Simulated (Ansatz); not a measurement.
Checking a run of Ansatz (a first-principles code) on Ga2Pt (Fm-3m, 3 atoms in the cell). The aim is a self-consistent single point with DFT, PBEsol, plane waves, default PAW files made with PBE.

Cell that was meant: a = 4.1797 Å, b = 4.1797 Å, c = 4.1797 Å, α = 60.00°, β = 60.00°, γ = 60.00°.

Part of the input:

Ansatz 0.2 input:
```yaml
crystal:
  lattice:
    - [0.000000, 5.585086, 5.585086]
    - [5.585086, 0.000000, 5.585086]
    - [5.585086, 5.585086, 0.000000]
  atoms:
    - { symbol: Pt, position: [0.000000, 0.000000, 0.000000] }
    - { symbol: Ga, position: [0.250000, 0.250000, 0.250000] }
    - { symbol: Ga, position: [0.750000, 0.750000, 0.750000] }
basis:
  ecutwfc: 420.0
kpoints:
```

Output (repeated stretches shortened):

```
WARN ansatz: RAYON_NUM_THREADS=1 ignored (pool sized by the plan → 1); use --threads N
Pseudopotentials: kind: paw
   [... lines left out ...]
PAW frozen core: Ga, regenerated for the run's functional, and the local potential with it
Initial density: superposition of atomic densities (neutral atoms: chi_scale 0, normalization atom), corrected by the library's trained network
Initial wavefunctions: pseudopotential atomic-orbital guess
Eigensolver: davidson
Functional: x = pbesol(κ = 0.804, μ = 0.12345679012345678), c = pbesol(β = 0.046)
SCF iter   1: F=—  HF=-19861.529811 eV  |F-HF|=—  |Δ(HF+E_count)|=         —  Δρ=1.90e-2  dr2=6.20e0  ethr=1.77e-3  ⟨swp⟩=5.0  Hψ=2906  notcnv=0
all-band conjugate gradients solve this SCF's bands
preconditioner: auto → Resta (q_TF=auto, 1.932 Å⁻¹)
   [... lines left out ...]
SCF iter  15: F=—  HF=-19860.512225 eV  |F-HF|=—  |Δ(HF+E_count)|=   1.07e-5  Δρ=1.62e-5  dr2=2.12e-6  ethr=6.00e-7  ⟨swp⟩=1.0  Hψ=778  notcnv=0  defer=1
SCF iter  16: F=—  HF=-19860.512187 eV  |F-HF|=—  |Δ(HF+E_count)|=   3.75e-5  Δρ=8.10e-6  dr2=4.71e-7  ethr=4.81e-9  ⟨swp⟩=2.0  Hψ=905  notcnv=0  defer=1
SCF iter  17: F=-19860.512187 eV  HF=-19860.512187 eV  |F-HF|=3.74e-8  |Δ(HF+E_count)|=   2.02e-8  Δρ=2.50e-6  dr2=4.27e-8  ethr=2.27e-10  ⟨swp⟩=4.4  Hψ=2743  notcnv=0
SCF 1 converged in 17 iterations: F = -19860.512187 eV  dr2 = 4.27e-8
Free energy (F): -19860.512187 eV
Internal energy: -19860.503793 eV  (E = F + TS)
E sigma→0 (E₀):  -19860.507990 eV
Entropy (-TS):   -0.008394 eV (-2.798 meV/atom)
Fermi energy:    -0.882995 eV
--- Forces (eV/Å), atoms counted from 1 ---
  atom   1  Pt    -0.00000000    -0.00000000     0.00000000
   [... zero for the other atoms too ...]
--- Stress (GPa, compression-positive) ---
       -1.747902      -0.000000      -0.000000
       -0.000000      -1.747902       0.000000
       -0.000000      -0.000000      -1.747902
  P = ⅓ Tr σ = -1.7479 GPa (-17.479 kbar)
  The stress holds the Pulay correction. Without it, at fixed plane waves, as pw.x and ABINIT print it: P = -1.7527 GPa
```

Is this run sound? If not, what is wrong?

The run is not sound. The fault is this: lattice typed in bohr, read as angstrom. 1 bohr is 0.529 Å, so a mix-up scales every length by 1.89 or 0.529 and the volume by 6.75 or 0.148. To fix it, give the lengths in the unit that the key or card expects. The run converged in 17 iterations without an error; against the sound input the free energy goes up by 3.81 eV/atom and the pressure goes from 0.64 to -1.75 GPa.

The sound input it was made from differs as follows (other fixes are possible):
```diff
-    - [0.000000, 5.585086, 5.585086]
-    - [5.585086, 0.000000, 5.585086]
-    - [5.585086, 5.585086, 0.000000]
+    - [0.000000, 2.955500, 2.955500]
+    - [2.955500, 0.000000, 2.955500]
+    - [2.955500, 2.955500, 0.000000]
```

With that input, the run converged in 6 iterations: free energy E − TS (on the zero of these files) -19871.9488 eV; Fermi level (on the code's own zero) 13.65 eV; pressure 0.64 GPa (DFT, PBEsol, plane waves, default PAW files made with PBE).

On the sound input: the starting cell comes from a database of published, mostly measured structures (it also holds non-ambient and calculated ones), without a prior relaxation at this level. Spin polarisation is off. Ansatz's pressure includes its estimate of the finite-basis (Pulay) stress.
